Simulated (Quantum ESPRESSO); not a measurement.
Input and output of a self-consistent single point for Lu3Si (P1, 4 atoms in the cell) (Quantum ESPRESSO).

Method: PBEsol, PSlibrary PAW (PBE) pseudopotentials (plane waves; Quantum ESPRESSO).

The change in words: lattice scaled by 0.98. Reference geometry:
```
Lu3Si
1.0
   -2.19456     2.19456     4.95772
    2.19456    -2.19456     4.95772
    2.19456     2.19456    -4.95772
Lu Si
3 1
Direct
  0.74645   0.24788   0.49678
  0.24561   0.75172   0.50060
  0.50132   0.49850   0.99904
  0.00663   0.00190   0.00357
```

Reference input (self-consistent single point, DFT, PBEsol, plane waves, PSlibrary PAW (PBE) pseudopotentials): ecutwfc = 50 Ry; ecutrho = 400 Ry; occupations = smearing; smearing = gaussian; degauss = 0.0036749 Ry; input_dft = pbesol; potentials = {Lu: Lu.pbe-spdn-kjpaw_psl.1.0.0.UPF, Si: Si.pbe-n-kjpaw_psl.1.0.0.UPF}; K_POINTS = automatic 4 4 5 0 0 0; conv_thr = 1e-10 Ry. This run's input differs from it in these lines:

```diff
@@ -26,5 +26,5 @@
 CELL_PARAMETERS {angstrom}
-  -2.1945650000     2.1945650000     4.9577250000
-   2.1945650000    -2.1945650000     4.9577250000
-   2.1945650000     2.1945650000    -4.9577250000
+  -2.1506740000     2.1506740000     4.8585700000
+   2.1506740000    -2.1506740000     4.8585700000
+   2.1506740000     2.1506740000    -4.8585700000
 ATOMIC_POSITIONS {crystal}
```

Output (repeated stretches shortened):

```
     Self-consistent Calculation

     iteration #  1     ecut=    50.00 Ry     beta= 0.70

     Threshold (ethr) on eigenvalues was too large:
     Diagonalizing with lowered threshold

     total energy              =   -2021.58064447 Ry
     estimated scf accuracy    <       0.05754742 Ry

     iteration #  2     ecut=    50.00 Ry     beta= 0.70

     total energy              =   -2021.58659686 Ry
     estimated scf accuracy    <       0.00898060 Ry

     iteration #  3     ecut=    50.00 Ry     beta= 0.70

     total energy              =   -2021.58828635 Ry
     estimated scf accuracy    <       0.00764635 Ry

   [... 7 blocks of this kind left out ...]

     iteration # 11     ecut=    50.00 Ry     beta= 0.70

     total energy              =   -2021.58994296 Ry
     estimated scf accuracy    <          4.7E-10 Ry

     iteration # 12     ecut=    50.00 Ry     beta= 0.70
     End of self-consistent calculation

     Number of k-points >= 100: set verbosity='high' to print the bands.

     the Fermi energy is    11.6450 ev

!    total energy              =   -2021.58994296 Ry
     estimated scf accuracy    <          9.6E-12 Ry
     smearing contrib. (-TS)   =      -0.00032249 Ry
     internal energy E=F+TS    =   -2021.58962047 Ry

     convergence has been achieved in  12 iterations

     Forces acting on atoms (cartesian axes, Ry/au):

     atom    1 type  1   force =     0.00371120    0.00114831    0.00331993
     atom    2 type  1   force =    -0.00557245    0.00202169    0.00333849
     atom    3 type  1   force =     0.00188804   -0.00043647   -0.00432834
     atom    4 type  2   force =    -0.00002679   -0.00273353   -0.00233009

     Total force =     0.010382     Total SCF correction =     0.000010

          total   stress  (Ry/bohr**3)                   (kbar)     P=       -0.72
   0.00000116  -0.00000003   0.00001075            0.17       -0.00        1.58
  -0.00000003   0.00000637   0.00000237           -0.00        0.94        0.35
   0.00001075   0.00000237  -0.00002228            1.58        0.35       -3.28

   JOB DONE.
```

The run converged in 12 iterations. Against the reference run the free energy goes down by 16.3 meV/atom, the pressure goes from -3.67 to -0.07 GPa and the largest force goes from 0.159 to 0.175 eV/Å. The full log also holds: “c_bands:  1 eigenvalues not converged”.

The starting cell comes from a database of computed structures (which also holds hypothetical and non-ambient phases and stackings), without a prior relaxation at this level. Its atoms were displaced at random from the sites of space group no. 139. For this run, on top of that: lattice scaled by 0.98. Spin-orbit coupling is off.

Cost on one core of a shared machine: roughly 4 min.
